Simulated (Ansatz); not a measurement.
Band structure of SrAl₂ (Imma, 6 atoms in the cell).

```yaml
crystal:
  lattice:
    - [-2.46218, 4.05678, 4.04831]
    - [2.46218, -4.05678, 4.04831]
    - [2.46218, 4.05678, -4.04831]
  atoms:
    - { symbol: Sr, position: [0.30033, 0.55033, 0.75000] }
    - { symbol: Sr, position: [0.69967, 0.44967, 0.25000] }
    - { symbol: Al, position: [0.27083, 0.83937, 0.43146] }
    - { symbol: Al, position: [0.72917, 0.16063, 0.56854] }
    - { symbol: Al, position: [0.90791, 0.83937, 0.06854] }
    - { symbol: Al, position: [0.09209, 0.16063, 0.93146] }
```

Method of the run: LDA (PW92), PAW files made with PBE (plane waves; Ansatz, a first-principles code).

Settings: basis.ecutwfc = 420 eV; kpoints.mp_grid.grid = 6 6 6; hamiltonian.xc = lda; hamiltonian.pseudopotentials = {kind: paw} (an earlier, softer set of the program's PAW files); scf.occupations.method = gaussian; scf.occupations.width = 0.1 eV; kpoints.band_path.npoints = 8.

The starting cell comes from a database of computed structures (which also holds hypothetical and non-ambient phases and stackings), without a prior relaxation at this level. Its lattice was rescaled by a random factor within 2.5 % of one.

Levels in eV from the Fermi level, bands 13 to 20:
| point | 13 | 14 | 15 | 16 | 17 | 18 | 19 | 20 |
|---|---|---|---|---|---|---|---|---|
| Γ | -2.27 | -1.49 | -1.38 | -0.68 | 0.01 | 1.05 | 1.06 | 1.40 |
| X | -2.53 | -2.22 | -0.87 | -0.34 | 0.83 | 1.61 | 1.72 | 1.82 |
| L | -2.53 | -2.22 | -0.87 | -0.34 | 0.83 | 1.61 | 1.72 | 1.82 |
| T | -2.17 | -2.15 | -1.02 | -0.77 | -0.09 | 0.98 | 1.60 | 1.84 |
| W | -1.37 | -1.37 | -1.16 | -1.16 | 0.33 | 0.33 | 0.99 | 0.99 |
| R | -2.25 | -2.25 | -1.04 | -1.04 | 0.57 | 0.57 | 1.79 | 1.79 |
| X1 | -2.53 | -2.22 | -0.87 | -0.34 | 0.83 | 1.61 | 1.72 | 1.82 |
| Z | -1.72 | -1.11 | 0.55 | 0.65 | 0.77 | 0.85 | 1.35 | 1.54 |
| Y | -1.72 | -1.11 | 0.55 | 0.65 | 0.77 | 0.85 | 1.35 | 1.54 |
| S | -1.76 | -1.70 | -0.76 | -0.60 | 0.03 | 0.18 | 1.48 | 1.70 |

Bands cross the Fermi level along this path, so the cell is metallic at this level.

Keys are those of Ansatz 0.2.
